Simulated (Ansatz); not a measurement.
An Ansatz (a first-principles code) input (Kohn–Sham DFT with the PBEsol functional, run in Ansatz with PAW and 420 eV plane waves, no SOC, earlier PAW set):

Ansatz 0.2 input:
```yaml
crystal:
  lattice:
    - [0, 2.1465062961, 2.1465062961]
    - [2.1267584381, 0, 2.1465062961]
    - [2.1267584381, 2.1465062961, 0]
  atoms:
    - { symbol: C, position: [0, 0, 0] }
    - { symbol: Ti, position: [0.5, 0.5, 0.5] }
basis: { ecutwfc: 420, ecutrho_ratio: 4, xc_grid: 2, fft_grid_basis: typed }
kpoints: { mp_grid: { grid: [23, 23, 23] } }
hamiltonian:
  xc: pbesol
  dispersion: none
  pseudopotentials: { azcp: { folder: ./paw }, kind: paw }
scf: { occupations: { method: fermi_dirac, width: 0.1 }, convergence: { dr2_threshold: 0.0000000002 } }
relax: { f_tol: 0.005, max_steps: 50 }
output: { forces: true, stress: true }
checkpoint: { write: state.ck, write_every: 1000 }
```

Problem. Which symmetry and how many k-points will the program report, and about how many plane waves at Γ?

Solution. Space group I4/mmm (ITA 139) with 16 operations, k-points 936 of 12167, and 363 plane waves at Γ.

Problem. And the final pressure?

Solution. 2.56 GPa (compression positive).

The cells carry an imposed strain or load. No phonon test of stability was made. All final runs are without spin polarisation. The cell was made from TiC in the rock salt structure (space group Fm-3m, No. 225) by this change: uniaxial strain ε_xx = −0.92 %.
